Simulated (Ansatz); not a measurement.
Base system: TiB2 (space group P6/mmm, No. 191; a = 3.0174 Å, c = 3.1851 Å). Axes: x lies along a and z along c of the hexagonal cell.

Level of theory: DFT with PBEsol, PAW potentials and a 420 eV plane-wave cutoff in Ansatz (an electronic-structure program), no spin-orbit coupling.

Base values:

The pressure is 0.0 GPa and the shortest interatomic distance comes out as 1.742 Å. The band gap comes out as zero.

The change: the cell is compressed by 2.50 % along z with no lateral relaxation; the atoms relax in the strained cell.

Problem. How does this affect the pressure, energy relative to the base, shortest interatomic distance and band gap?

Solution. The pressure (mean of the normal stresses, compression positive) goes from zero to 6.2 GPa; the energy goes up by 8.0 meV/atom; the shortest interatomic distance is still 1.742 Å; the band gap stays zero.

The mesh was chosen for an insulator and is coarse for the gapless case. Without a gap, meshes like the base's 13×13×10 leave anisotropic stresses uncertain by several tenths of a GPa, and small strain energies with them. No phonon test of stability was made. All final runs are without spin polarisation.
